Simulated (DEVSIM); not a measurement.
Device: Al0.1Ga0.9As/GaAs n-p heterojunction, at 250 K.

```
layer (left to right)      material  thickness (μm)  Nd (cm⁻³)  Na (cm⁻³)  τn (s)  τp (s)
---------------------  ------------  --------------  ---------  ---------  ------  ------
1                      Al0.1Ga0.9As           0.130     3.4e16          -  2.1e-9  2.1e-9
2                              GaAs            2.70          -     1.9e15  2.1e-9  2.1e-9
```

Left contact: ohmic. Right contact: ohmic. Voltage is applied to the left contact. Recombination: SRH at mid-gap, radiative. Mobility is μmin + (μ − μmin)/(1 + (N/Nref)^α).

The device is made up for the run: typed textbook-type constants, with dimensions and the other settings drawn at random. Values at 300 K; Nc and Nv go as T^1.5, mobilities as T to minus their exponent, the gap by Varshni's rule with the affinity fixed.

```csv
parameter,Al0.1Ga0.9As,GaAs
gap (eV),1.5487,1.424
affinity (eV),3.991,4.07
permittivity,12.62,12.9
Nc (cm⁻³),5.17e17,4.7e17
Nv (cm⁻³),9e18,9e18
μn (cm²/Vs),6520,8500
μp (cm²/Vs),317,400
"μn,min",500,500
"μp,min",20,20
"Nref,n",6e16,6e16
"Nref,p",1.5e17,1.5e17
αn,0.39,0.39
αp,0.38,0.38
T exponent of μn,2.1,2.1
T exponent of μp,2.2,2.2
B (cm³/s),2e-10,2e-10
Varshni α (eV/K),0.000541,0.000541
Varshni β (K),204,204
```

Simulated with DEVSIM: 1D drift-diffusion, Boltzmann statistics, complete ionisation; no tunnelling, impact ionisation, image-force lowering or self-heating. Band offsets follow the typed affinities; no thermionic-emission limit at abrupt steps, no polarisation charge.

Question: Tabulate band edges, carrier densities and field at zero bias.

Answer: Energies count from the Fermi level of the right contact; mesh points crowd at the junctions.

| x (μm) | Ec (eV) | Ev (eV) | n (cm⁻³) | p (cm⁻³) | field (V/cm) |
|---|---|---|---|---|---|
| 0.000 | 0.053 | -1.518 | 3.4e16 | < 1e2 | 390 |
| 0.005057 | 0.053 | -1.518 | 3.4e16 | < 1e2 | 400 |
| 0.01503 | 0.053 | -1.517 | 3.3e16 | < 1e2 | 500 |
| 0.03471 | 0.055 | -1.516 | 3.1e16 | < 1e2 | 1000 |
| 0.08522 | 0.073 | -1.498 | 1.3e16 | < 1e2 | 8500 |
| 0.1099 | 0.105 | -1.466 | 3.0e15 | < 1e2 | 18000 |
| 0.1228 | 0.132 | -1.439 | 8.6e14 | < 1e2 | 24000 |
| 0.1302 | 0.072 | -1.374 | 1.3e16 | < 1e2 | 27000 |
| 0.1356 | 0.086 | -1.360 | 6.7e15 | < 1e2 | 26000 |
| 0.1469 | 0.114 | -1.332 | 1.8e15 | < 1e2 | 25000 |
| 0.1703 | 0.171 | -1.275 | 1.3e14 | < 1e2 | 24000 |
| 0.2450 | 0.343 | -1.103 | 4.4e10 | < 1e2 | 22000 |
| 0.3742 | 0.604 | -0.842 | 230000 | < 1e2 | 19000 |
| 0.6431 | 1.006 | -0.440 | < 1e2 | 9.3e9 | 11000 |
| 1.480 | 1.270 | -0.177 | < 1e2 | 1.9e15 | 18 |
| 2.183 | 1.270 | -0.176 | < 1e2 | 1.9e15 | ≈ 0 |
| 2.534 | 1.270 | -0.176 | < 1e2 | 1.9e15 | ≈ 0 |
| 2.690 | 1.270 | -0.176 | < 1e2 | 1.9e15 | ≈ 0 |
| 2.780 | 1.270 | -0.176 | < 1e2 | 1.9e15 | ≈ 0 |
| 2.809 | 1.270 | -0.176 | < 1e2 | 1.9e15 | ≈ 0 |
| 2.822 | 1.270 | -0.176 | < 1e2 | 1.9e15 | ≈ 0 |
| 2.830 | 1.270 | -0.176 | < 1e2 | 1.9e15 | ≈ 0 |
